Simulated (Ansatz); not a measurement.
Data:

End structure of Sn on the 1x1 (111) surface of fcc Pd, one in a 3x3 cell, started at the site 'hollow Pd-Pd-Pd over Pd at depth 2.3 Å':

```yaml
crystal:
  lattice:
    - [8.36583, 0.00000, 0.00000]
    - [-4.18292, 7.24502, 0.00000]
    - [0.00000, 0.00000, 26.00000]
  atoms:
    - { symbol: Pd, position: [0.11111, 0.22222, 0.36893] }
    - { symbol: Pd, position: [0.11111, 0.55556, 0.36893] }
    - { symbol: Pd, position: [0.11111, 0.88889, 0.36893] }
    - { symbol: Pd, position: [0.44444, 0.22222, 0.36893] }
    - { symbol: Pd, position: [0.44444, 0.55556, 0.36893] }
    - { symbol: Pd, position: [0.44444, 0.88889, 0.36893] }
    - { symbol: Pd, position: [0.77778, 0.22222, 0.36893] }
    - { symbol: Pd, position: [0.77778, 0.55556, 0.36893] }
    - { symbol: Pd, position: [0.77778, 0.88889, 0.36893] }
    - { symbol: Pd, position: [0.22222, 0.11111, 0.45653] }
    - { symbol: Pd, position: [0.22222, 0.44444, 0.45653] }
    - { symbol: Pd, position: [0.22222, 0.77778, 0.45653] }
    - { symbol: Pd, position: [0.55556, 0.11111, 0.45653] }
    - { symbol: Pd, position: [0.55556, 0.44444, 0.45653] }
    - { symbol: Pd, position: [0.55556, 0.77778, 0.45653] }
    - { symbol: Pd, position: [0.88889, 0.11111, 0.45653] }
    - { symbol: Pd, position: [0.88889, 0.44444, 0.45653] }
    - { symbol: Pd, position: [0.88889, 0.77778, 0.45653] }
    - { symbol: Pd, position: [0.00000, 0.00000, 0.54392] }
    - { symbol: Pd, position: [0.99940, 0.33327, 0.54373] }
    - { symbol: Pd, position: [0.99940, 0.66613, 0.54373] }
    - { symbol: Pd, position: [0.33387, 0.00060, 0.54373] }
    - { symbol: Pd, position: [0.33387, 0.33327, 0.54373] }
    - { symbol: Pd, position: [0.33333, 0.66667, 0.54380] }
    - { symbol: Pd, position: [0.66673, 0.00060, 0.54373] }
    - { symbol: Pd, position: [0.66667, 0.33333, 0.54375] }
    - { symbol: Pd, position: [0.66673, 0.66613, 0.54373] }
    - { symbol: Pd, position: [0.11461, 0.22921, 0.63223] }
    - { symbol: Pd, position: [0.11096, 0.55548, 0.63182] }
    - { symbol: Pd, position: [0.11461, 0.88539, 0.63223] }
    - { symbol: Pd, position: [0.44526, 0.22263, 0.63183] }
    - { symbol: Pd, position: [0.44452, 0.55548, 0.63182] }
    - { symbol: Pd, position: [0.44452, 0.88904, 0.63182] }
    - { symbol: Pd, position: [0.77737, 0.22263, 0.63183] }
    - { symbol: Pd, position: [0.77737, 0.55474, 0.63183] }
    - { symbol: Pd, position: [0.77079, 0.88539, 0.63223] }
    - { symbol: Sn, position: [0.00000, 0.00000, 0.70941] }
```

Set-up: 37 atoms, 6.8 Å thick at the start under the adsorbate (thin: gaps and levels are the slab's own); mesh 4x4x1; 0.1 eV smearing; dipole correction on; 18 atoms held, the rest relaxed; symmetry of the start imposed; no spin, no spin-orbit, no U, no dispersion correction. At the end it is bonded to 3 Pd. In PBE it is, or lies within 0.03 eV of, the lowest of the starts that converged.

A negative adsorption energy means that the adsorbate is more stable on the surface than in its reference.

### Question
Estimate the work function of the top face that PBE (Ansatz, an electronic-structure program) returns for this input.

### Answer
4.61 eV

### Question
Give the change of the step from the bottom to the top vacuum level, against the clean slab at the level PBE.

### Answer
-0.62 eV

### Question
Predict the adsorption energy against an atom of beta tin from PBE.

### Answer
-1.67 eV

### Question
What change of the work function does PBE give?

### Answer
-0.63 eV
